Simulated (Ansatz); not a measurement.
# P in the black-P type structure (space group Cmce, No. 64; layered, stacked along the Cartesian y axis)

P is taken in the orthorhombic space group Cmce (No. 64), Pearson symbol oS8. Cell: a = 3.3226 Å, b = 10.1942 Å, c = 4.1629 Å, α = β = γ = 90.00°. P on 8f is coordinated by 3 P at 2.228–2.251 Å (trigonal pyramidal). (Neighbours: up to the widest gap in distance over summed covalent radii, below 1.35, at either atom.)
(The calculation used a cell of 4 atoms; values per cell refer to that cell.)

Computed with PBE-D3(BJ) in Ansatz (plane waves to 420 eV, PAW, no spin-orbit coupling), earlier PAW set. k-mesh 15×15×11 (Γ-centred); smearing 0.05 eV (Fermi–Dirac).

Volume per atom: 17.63 Å³
Density: 2.92 g/cm³
Band gap: zero
Total energy: -756.039 eV/atom (σ→0; compares only within this code and set-up)

No phonon test of stability was made. A zero or small gap of P can be the functional's error rather than a property of the material.

Ansatz is a quantum-chemistry and plane-wave program.
